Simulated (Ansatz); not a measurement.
Base system: an 8-atom supercell of SiC in the wurtzite structure (space group P6_3mc, No. 186) at its relaxed geometry.

```xyz
8
Lattice="4.6139 -2.6639 0.0000 1.5380 2.6639 0.0000 0.0000 0.0000 5.0478" Properties=species:S:1:pos:R:3 pbc="T T T"
Si     1.5380     0.8880     0.0026
Si     3.0760    -1.7759     0.0026
Si     4.6139    -0.8880     2.5265
Si     1.5380    -0.8880     2.5265
C      1.5380     0.8880     3.1533
C      3.0760    -1.7759     3.1533
C      4.6139    -0.8880     0.6294
C      1.5380    -0.8880     0.6294
```

Calculations: Kohn–Sham DFT with the PBEsol functional, run in Ansatz (a first-principles code) with PAW and 420 eV plane waves, no spin-orbit coupling, earlier PAW set.

Base values:

The pressure comes out as 0.0 GPa and the mean distance from the defect site to its nearest host atoms comes out as 1.89 Å.

The change: one C atom is replaced by B, atoms relaxed at fixed cell, starting from a slightly rattled geometry.

Task: Estimate the effect on the pressure, mean distance from the defect site to its nearest host atoms and largest displacement of a host atom from its site in the perfect cell.

Result: The pressure goes from zero to 11.8 GPa; the mean distance from the defect site to its nearest host atoms rises by 0.05 Å to 1.94 Å; the largest displacement of a host atom from its site in the perfect cell comes out as 0.10 Å.

The magnetic state is the one reached from the starting moments; the real material's order can differ, and small cells can't hold many antiferromagnetic ones. In so small a cell the defect repeats every few ångströms: this is an ordered compound, not a dilute defect. The mesh was chosen for an insulator and is coarse for the gapless case. Starting moments died away, wholly or in part, for B on a C site; another magnetic solution may exist. The defect cell is spin-polarised and ends with 0.0 μB.
